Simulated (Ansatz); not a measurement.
We consider CuCrO₂ (model structure, started from the delafossite type, R-3m, No. 166, 4 atoms in the cell), described by PBE-D3(BJ) in Ansatz (PAW).

Numerical settings: plane-wave cutoff 500 eV, 16×16×16 k mesh, Fermi–Dirac smearing 0.05 eV, spin-polarised with parallel moments, scalar-relativistic PAW data made under PBE.

Cell (relaxed at this level):

CrCuO2 is modelled in the trigonal space group R-3m, hexagonal axes (No. 166), Pearson symbol hR4. Cell: a = b = 2.9805 Å, c = 17.0791 Å, α = β = 90.00°, γ = 120.00°. Cu on 3a has 2 O at 1.846 Å (linear). Cr on 3b is surrounded by 6 O at 1.990 Å (octahedral). O on 6c has 1 Cu at 1.846 Å and 3 Cr at 1.990 Å (tetrahedral). (Neighbours: up to the widest gap in distance over summed covalent radii, below 1.35, at either atom; cation-cation and far metal-metal contacts left out.)
(The calculation used a cell of 4 atoms; values per cell refer to that cell.)

Q: Give the computed band gap.

A: 
band gap: 1.09 eV (on the SCF k mesh)

Note: the magnetic order was assumed, not searched for or taken from measurement; a distance lies near a switch of the dispersion term, which can move the cell; the relaxation could raise the start's symmetry but not lower it, so the cell can be a saddle point.

Computed values are for the static lattice.

It cost roughly 4 core-minutes of CPU time.

A model structure was made by putting elements into a prototype or built by hand; it is no filed structure, need not be a known phase, and can be a saddle point held by its symmetry.

Ansatz is an electronic-structure program.
